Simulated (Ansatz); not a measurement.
System: double-hcp La. Method: LDA (Ansatz, an electronic-structure program, PAW).

Run with plane-wave cutoff 520 eV, 18×18×6 k mesh (along the axes of the cell as run), Fermi–Dirac smearing 0.038 eV (set by the program), scalar-relativistic PAW data made under PBE.

Computed at the level's own relaxed cell.

Elastic tensor (GPa, Voigt notation, ions relaxed):

```
   60.2    18.9     9.3     0.0     0.0     0.0
   18.9    60.2     9.3     0.0     0.0     0.0
    9.3     9.3    71.1     0.0     0.0     0.0
    0.0     0.0     0.0    17.4     0.0     0.0
    0.0     0.0     0.0     0.0    17.4     0.0
    0.0     0.0     0.0     0.0     0.0    20.6
```

**Question.** Work out the Voigt, Reuss and Hill averages of the bulk and shear moduli, Young's modulus and Poisson's ratio from the printed constants.

**Answer.** K_V = [C11 + C22 + C33 + 2(C12 + C13 + C23)]/9 = [191.5 + 2 × 37.5]/9 = 29.6 GPa. G_V = [191.5 − 37.5 + 3 × 55.4]/15 = 21.3 GPa. From the compliances S = C⁻¹, K_R = 29.6 and G_R = 20.4 GPa. Hill means: K = 29.6, G = 20.9 GPa. E = 9KG/(3K + G) = 51 GPa, ν = (3K − 2G)/(6K + 2G) = 0.21, K/G = 1.42.
